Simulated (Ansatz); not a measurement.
Consider SiO₂ in the rutile structure (space group P4_2/mnm, No. 136; a = 4.1549 Å, c = 2.6615 Å).

Level of theory: LDA (Ansatz, an electronic-structure program; PAW; 420 eV plane waves; without spin-orbit coupling).

For the base:

| Item | Value |
|---|---|
| Hole mass | 1.7 mₑ along c, 1.1 mₑ across (at Γ) |
| Band gap | 5.81 eV |
| Electron mass | 0.40 mₑ along c, 0.52 mₑ across (at Γ) |
| Width of the top valence band | 2.76 eV |

Perturbation: the cell is scaled by 0.9760 in all directions; the atoms relax in the strained cell.

Q: How does this affect the hole mass, band gap, electron mass and width of the top valence band?

A: The hole mass changes from 1.7 mₑ along c, 1.1 mₑ across (at Γ) to 1.5 mₑ along c, 1.0 mₑ across (at Γ); the band gap goes up by 0.93 eV, from 5.81 eV to 6.74 eV; the electron mass changes from 0.40 mₑ along c, 0.52 mₑ across (at Γ) to 0.26 mₑ along c, 0.86 mₑ across (at Γ); the width of the top valence band rises by 0.26 eV (2.76 eV → 3.02 eV).

Effective masses come from finite differences of ±0.01 Å⁻¹. No phonon test of stability was made.
